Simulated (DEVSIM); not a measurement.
## abrupt GaAs n-p junction

Device: abrupt GaAs n-p junction, at 300 K.

| layer (left to right) | material | thickness (μm) | Nd (cm⁻³) | Na (cm⁻³) | τn (s) | τp (s) |
|---|---|---|---|---|---|---|
| 1 | GaAs | 0.150 | 7.4e15 | - | 1.3e-9 | 1.3e-9 |
| 2 | GaAs | 0.900 | - | 2.6e15 | 1.3e-9 | 1.3e-9 |

Left contact: ohmic. Right contact: ohmic. Voltage is applied to the left contact. Recombination: SRH at mid-gap, radiative, Auger. Mobility is constant in doping.

Constants are typed, rounded textbook-type inputs, not results; the design itself was drawn at random and stands for no fabricated device. Values at 300 K.

| parameter | GaAs |
|---|---|
| gap (eV) | 1.424 |
| affinity (eV) | 4.07 |
| permittivity | 12.9 |
| Nc (cm⁻³) | 4.7e17 |
| Nv (cm⁻³) | 9e18 |
| μn (cm²/Vs) | 8500 |
| μp (cm²/Vs) | 400 |
| B (cm³/s) | 2e-10 |
| Cn (cm⁶/s) | 1e-30 |
| Cp (cm⁶/s) | 1e-30 |

DEVSIM, 1D drift-diffusion, Boltzmann statistics, complete ionisation; no tunnelling, impact ionisation, image-force lowering or self-heating.

- Potential step across the device at zero bias = 1.106 V
- Largest field in the device at zero bias = 25000 V/cm
- Dark forward voltage at 1 A/cm² = 0.886 V
- Dark forward voltage at 100 A/cm² = 1.017 V

Dark forward current:

(V (V), J (A/cm²)): (-0.05, -1.1e-9); (-0.10, -3.8e-9); (-0.15, -1.1e-8); (-0.20, -3.1e-8); (-0.25, -8.4e-8); (-0.30, -2.3e-7); (-0.35, -6.3e-7); (-0.40, -1.7e-6); (-0.45, -4.8e-6); (-0.50, -1.3e-5); (-0.55, -3.9e-5); (-0.60, -0.00012); (-0.65, -0.00042); (-0.70, -0.0017); (-0.75, -0.0081); (-0.80, -0.045); (-0.85, -0.27); (-0.90, -1.6); (-0.95, -10); (-1.00, -59); (-1.05, -280); (-1.10, -960); (-1.15, -2300)
